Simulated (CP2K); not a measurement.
A short convergence ladder for MoTe2 (P3m1, 6 atoms in the cell)

```xyz
6
Lattice="3.5306 0.0000 0.0000 -1.7653 3.0576 0.0000 0.0000 0.0000 14.0019" Properties=species:S:1:pos:R:3 pbc="T T T"
Te     0.0000     2.0384    12.3577
Te     1.7653     1.0192     5.3067
Te     1.7653     1.0192     1.6942
Te     0.0000     2.0384     8.6952
Mo     0.0000     2.0384     3.5005
Mo     1.7653     1.0192    10.5014
```

Base method: LDA (Pade form), GPW, DZVP-MOLOPT-SR-GTH basis, GTH-PADE potentials (GTH_POTENTIALS) (CP2K).

Base settings: CUTOFF = 500 Ry; REL_CUTOFF = 40 Ry; SMEAR/METHOD = FERMI_DIRAC; ELECTRONIC_TEMPERATURE = 116.05 K; KPOINTS/SCHEME = MONKHORST-PACK 3 3 1; XC_FUNCTIONAL = PADE; Te/BASIS_SET = DZVP-MOLOPT-SR-GTH-q6; Te/POTENTIAL = GTH-PADE-q6; Mo/BASIS_SET = DZVP-MOLOPT-SR-GTH-q14; Mo/POTENTIAL = GTH-PADE-q14.

Core times come from one kind of shared machine, to one figure; runs under 30 s give none.

**The setting basis**

Level: DFT LDA (Pade form), GPW, TZV2P-MOLOPT-SR-GTH basis, GTH-PADE potentials (GTH_POTENTIALS).

Moved along: Te/BASIS_SET, Mo/BASIS_SET.

The second cell is the first with its lattice scaled by 0.98.

The mesh stays at the base's, so the ladder's end is converged at best in this setting alone.

The sets are ordered by size and need not be nested.

Only quantities that move along the ladder and can be compared are tabulated; the gap is left out on so coarse a mesh.

| basis (functions) | free energy less the last step's (meV/atom) | energy of the compressed cell less the first (meV/atom) | pressure (GPa) | largest difference of a force vector from the last step's (eV/Å) | core time / last (rough) |
|---|---|---|---|---|---|
| SZV-MOLOPT-SR-GTH-q14; SZV-MOLOPT-SR-GTH-q6 (36) | 2041.11 | 87.49 | 5.64 | 0.837 | 0.4 |
| DZVP-MOLOPT-SR-GTH-q14; DZVP-MOLOPT-SR-GTH-q6 (104) | 233.40 | 6.49 | -2.50 | 0.021 | 0.9 |
| TZVP-MOLOPT-SR-GTH-q14; TZVP-MOLOPT-SR-GTH-q6 (138) | 74.37 | 5.09 | -2.64 | 0.050 | 0.9 |
| TZV2P-MOLOPT-SR-GTH-q14; TZV2P-MOLOPT-SR-GTH-q6 (172) | 0.00 | 2.01 | -2.95 | 0.000 | 1 |

Coarsest basis (functions) that holds the free energy within 5 meV/atom: not settled: the last two steps still differ by 74 meV/atom, over half the tolerance, so the ladder does not show it.

Coarsest basis (functions) that holds the pressure within 1 GPa of the last step, with all finer ones: DZVP-MOLOPT-SR-GTH-q14; DZVP-MOLOPT-SR-GTH-q6 (104); the step before is off by 8.6 GPa.

Coarsest basis (functions) that holds the energy of the compressed cell less the first within 2 meV/atom: not settled: the last two steps still differ by 3.1 meV/atom, over half the tolerance, so the ladder does not show it.

On the base run: the starting cell has typed, rounded lattice constants, without a prior relaxation at this level. Its lattice was rescaled by up to half a per cent. One atom was moved a little off its site on purpose. Values carry the incompleteness of an atom-centred basis. In the base run, forces exceed 1 eV/Å.
